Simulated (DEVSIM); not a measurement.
illuminated Si n-on-p cell, one wavelength

Device: illuminated Si n-on-p cell, one wavelength, at 300 K.

| layer (left to right) | material | thickness (μm) | Nd (cm⁻³) | Na (cm⁻³) | τn (s) | τp (s) | absorption coefficient (cm⁻¹) |
|---|---|---|---|---|---|---|---|
| 1 | Si | 0.310 | 8e17 | - | 2.3e-7 | 1.1e-7 | 53000 |
| 2 | Si | 27.0 | - | 1.2e15 | 3.5e-7 | 3.5e-7 | 53000 |

Left contact: ohmic, minority hole recombination velocity 600 cm/s. Right contact: ohmic, minority electron recombination velocity 10 cm/s. Voltage is applied to the left contact. Recombination: SRH at mid-gap, radiative, Auger. Gap narrowing is on: ΔEg = 6.92 meV × (l + √(l² + 0.5)), l = ln(N/1.3e17 cm⁻³), shared equally by both band edges. Light enters at the left, 6.7e17 photons cm⁻² s⁻¹, one pass, no reflection. Mobility is constant in doping.

Constants are typed, rounded textbook-type inputs, not results; the design itself was drawn at random and stands for no fabricated device. Values at 300 K.

| parameter | Si |
|---|---|
| gap (eV) | 1.124 |
| affinity (eV) | 4.05 |
| permittivity | 11.7 |
| Nc (cm⁻³) | 2.86e19 |
| Nv (cm⁻³) | 3.1e19 |
| μn (cm²/Vs) | 1417 |
| μp (cm²/Vs) | 470 |
| B (cm³/s) | 4.7e-15 |
| Cn (cm⁶/s) | 2.8e-31 |
| Cp (cm⁶/s) | 9.9e-32 |

Model (solved in DEVSIM): 1D drift-diffusion, Boltzmann statistics, complete ionisation; no tunnelling, impact ionisation, image-force lowering or self-heating.

```json
{
 "potential_step_across_the_device_at_zero_bias": "0.756 V",
 "largest_field_in_the_device_at_zero_bias": "43000 V/cm",
 "Dark forward voltage at 1 A/cm²": "0.628 V",
 "Dark forward voltage at 100 A/cm²": "0.848 V",
 "short_circuit_current": "107 mA/cm²",
 "open_circuit_voltage": "0.539 V",
 "fill_factor": "0.80",
 "largest_power": "46.4 mW/cm²",
 "share_of_generated_pairs_collected_at_short_circuit": "0.996"
}
```

Current under light (generator sign):

```tsv
V (V)	J (mA/cm²)
0.00	107
0.06	107
0.14	107
0.22	107
0.30	107
0.38	107
0.40	106
0.42	106
0.44	104
0.46	101
0.48	94.0
0.50	79.8
0.52	51.5
0.54	-2.02
```

Dark reverse current:

```csv
V (V),J (A/cm²)
0.04,1.6e-8
0.10,3.1e-8
0.20,5.1e-8
0.30,6.8e-8
0.40,8.5e-8
0.60,1.1e-7
0.80,1.4e-7
1.00,1.6e-7
1.30,2.0e-7
1.60,2.2e-7
2.00,2.6e-7
```
